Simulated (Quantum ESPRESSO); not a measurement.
## Effort and miss along a sweep of vacuum between outermost atoms (Å): a (111) slab of CsPbBr3 (cut from a parent of space group no. 221; 10 atoms in the cell)

Cell: a = 8.2864 Å, b = 8.2864 Å, c = 21.1516 Å, α = 90.00°, β = 90.00°, γ = 120.00°.

Method: PBEsol, GBRV 1.5 ultrasoft (PBESOL) pseudopotentials (plane waves; Quantum ESPRESSO).

Base settings: ecutwfc = 40 Ry; ecutrho = 200 Ry; occupations = smearing; smearing = gaussian; degauss = 0.019992 Ry; potentials = {Cs: cs_pbesol_v1.uspp.F.UPF, Pb: pb_pbesol_v1.uspp.F.UPF, Br: br_pbesol_v1.4.uspp.F.UPF}; K_POINTS = automatic 2 2 1 0 0 0; tefield = true; dipfield = true; edir = 3.

Misses are taken against the tightest run, 28.0, which need not be fully converged itself. The energy is the free energy per atom.

The count of work is k-points × plane waves × bands × iterations; it is no time, and leaves out set-up, grids and terms that scale otherwise. Core times come from one kind of shared machine and are given to one figure; runs under 30 s give none.

The starting cell comes from a database of computed structures (which also holds hypothetical and non-ambient phases and stackings), without a prior relaxation at this level. The slab is cut from that crystal, and its faces are unrelaxed. Its lattice was rescaled in the plane by a random factor within 2.5 % of one. Spin-orbit coupling is off. Spin polarisation is off, though cut faces can carry moments; a gap of a slab can lie between surface states. In the base run, forces exceed 1 eV/Å.

The runs (vacuum between outermost atoms (Å)): 3.0 | 4.0 | 5.0 | 6.0 | 8.0 | 10.0 | 12.0 | 15.0 | 16.0 | 18.0 | 22.0 | 28.0.

**Question.** Which is the coarsest setting among those run that, with all tighter ones, holds the energy within 5 meV/atom of the reference, and what does it save?

**Answer.** 5.0, off by 1.1 meV/atom; it needs 0.28 of the reference's count of work and about 0.2 of the reference's time.

**Question.** Which is the coarsest setting among those run that, with all tighter ones, holds the energy within 1 meV/atom of the reference, and what does it save?

**Answer.** 6.0, off by 0.76 meV/atom; it needs 0.27 of the reference's count of work and about 0.2 of the reference's time.

**Question.** What does the step from 4.0 to 18.0 buy?

**Answer.** It takes the miss in the energy from 12 to 0.01 meV/atom, for 2.8 times the count of work and roughly 3 times the time.

```csv
vacuum between outermost atoms (Å),energy less reference (meV/atom),largest difference in the force on any atom (eV/Å),gap on the mesh less reference (eV),count of work / reference,core time / reference (rough)
3.0,34.95,2.900,0.806,0.23,0.2
4.0,-11.84,0.266,0.218,0.23,0.2
5.0,-1.13,0.080,0.050,0.28,0.2
6.0,0.76,0.035,0.009,0.27,0.2
8.0,0.32,0.007,0.000,0.34,0.3
10.0,0.05,0.001,0.000,0.42,0.4
12.0,-0.01,0.000,0.000,0.48,0.4
15.0,-0.01,0.001,0.000,0.63,0.5
16.0,-0.01,0.000,0.000,0.69,0.7
18.0,-0.01,0.000,0.000,0.65,0.5
22.0,-0.02,0.001,0.000,1.1,0.9
28.0,0.00,0.000,0.000,1.0,1
```
